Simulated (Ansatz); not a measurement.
The parent structure is TiC in the rock salt structure (space group Fm-3m, No. 225; a = 4.328 Å; relaxed with 0.1 eV smearing).

Calculations: Ansatz (a first-principles code) r2SCAN, no spin-orbit coupling.

For the base:

```
Property  Value
--------  -----
Band gap   zero
```

It is then changed as follows: every lattice vector is stretched by 1.50 %; the atoms relax in the strained cell.

Question: Predict the new energy relative to the base and band gap.

Answer: The energy goes up by 16 meV/atom; the band gap remains zero.

Stability against distortions was not tested. The final runs are not spin-polarised.
